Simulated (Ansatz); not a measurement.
Lattice parameter c of SiSn (model structure, started from the NiAs type, P6₃/mmc, No. 194, 4 atoms in the cell) at several levels of theory

No measured value is used here.

```
level (code)         value (Å)
-------------------  ---------
PBE (Ansatz)             7.054
PBEsol (Ansatz)          7.016
PBE-D3(BJ) (Ansatz)      7.025
```

Ansatz's density-functional and Hartree–Fock values are scalar-relativistic unless marked +SOC, with PAW data made under PBE.

A model structure was made by putting elements into a prototype or built by hand; it is no filed structure, need not be a known phase, and can be a saddle point held by its symmetry.

Ansatz is a first-principles code.
